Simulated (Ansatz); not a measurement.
Input and output of a self-consistent single point for RuPb3 (I4/mmm, 4 atoms in the cell) (Ansatz, a program for electronic structure).

Computed with PBE (plane waves, PAW; Ansatz).

```
CELL_PARAMETERS angstrom
     -2.36288     2.36288     5.26318
      2.36288    -2.36288     5.26318
      2.36288     2.36288    -5.26318
ATOMIC_POSITIONS crystal
  Pb 0.50000 0.50000 0.00000
  Pb 0.75000 0.25000 0.50000
  Pb 0.25000 0.75000 0.50000
  Ru 0.00000 0.00000 0.00000
```

Reference input (self-consistent single point, DFT, PBE, plane waves, default PAW files): basis.ecutwfc = 420 eV; kpoints.mp_grid.grid = 8 8 8; kpoints.mp_grid.shift = 0.5 0.5 0.5; hamiltonian.xc = pbe; hamiltonian.pseudopotentials = {kind: paw} (the program's default PAW files); scf.occupations.method = cold; scf.occupations.width = 0.2 eV. This run's input differs from it in these lines:

Ansatz 0.2 input:
```diff
@@ -11,3 +11,3 @@
 basis:
-  ecutwfc: 420.0 eV
+  ecutwfc: 210.0 eV
 kpoints:
```

Output (repeated stretches shortened):

```
SCF iter   1: F=—  HF=-41578.860063 eV  |F-HF|=—  |Δ(HF+E_count)|=         —  Δρ=6.98e-2  dr2=4.63e0  ethr=1.77e-3  ⟨swp⟩=6.8  Hψ=7836  notcnv=0
all-band conjugate gradients solve this SCF's bands
preconditioner: auto → Kerker (q_TF=auto, 2.425 Å⁻¹)
SCF iter   2: F=—  HF=-41578.097365 eV  |F-HF|=—  |Δ(HF+E_count)|=   7.63e-1  S|Δr|=    0.00e0  Δρ=3.50e-2  dr2=1.17e0  ethr=1.77e-3  ⟨swp⟩=3.0  Hψ=4347  notcnv=0  defer=21
   [... lines left out ...]
SCF iter   7: F=—  HF=-41577.891151 eV  |F-HF|=—  |Δ(HF+E_count)|=   9.77e-7  S|Δr|=    0.00e0  Δρ=4.13e-5  dr2=1.40e-6  ethr=1.48e-8  ⟨swp⟩=1.6  Hψ=2010  notcnv=0  defer=21
SCF iter   8: F=—  HF=-41577.891151 eV  |F-HF|=—  |Δ(HF+E_count)|=   1.02e-7  S|Δr|=    0.00e0  Δρ=7.83e-6  dr2=1.12e-7  ethr=2.41e-9  ⟨swp⟩=1.3  Hψ=2375  notcnv=0  defer=21
SCF iter   9: F=-41577.891151 eV  HF=-41577.891151 eV  |F-HF|=4.18e-9  |Δ(HF+E_count)|=   2.92e-9  S|Δr|=    0.00e0  Δρ=2.19e-6  dr2=8.41e-9  ethr=1.72e-10  ⟨swp⟩=6.4  Hψ=6896  notcnv=0
SCF 1 converged in 9 iterations: F = -41577.891151 eV  dr2 = 8.41e-9
Stability not checked (fill_not_monotonic)
Free energy (F): -41577.891151 eV
Internal energy: -41577.922244 eV  (E = F + TS)
E sigma→0 (E₀):  -41577.901515 eV
Entropy (-TS):   0.031093 eV (7.773 meV/atom)
Fermi energy:    10.557078 eV
--- Forces (eV/Å), atoms counted from 1 ---
  atom   1  Pb    -0.00000000     0.00000000     0.00000000
   [... zero for the other atoms too ...]
--- Stress (GPa, compression-positive) ---
       -7.996140       0.000000       0.000000
        0.000000      -7.996140       0.000000
        0.000000      -0.000000     -10.497074
  P = ⅓ Tr σ = -8.8298 GPa (-88.298 kbar)
  The stress holds the Pulay correction. Without it, at fixed plane waves, as pw.x and ABINIT print it: P = -133.5375 GPa
```

The run converged in 9 iterations. Against the reference run the free energy goes up by 4.26 eV/atom and the pressure goes from -7.00 to -8.83 GPa.

The starting cell was generated: these elements placed on a structure prototype, without a prior relaxation; it need not be a known phase or ordering of this composition. Spin polarisation is off. Ansatz's pressure includes its estimate of the finite-basis (Pulay) stress. Without the estimate this run gives -133.54 GPa. The cutoff lies below the one recommended for these files.
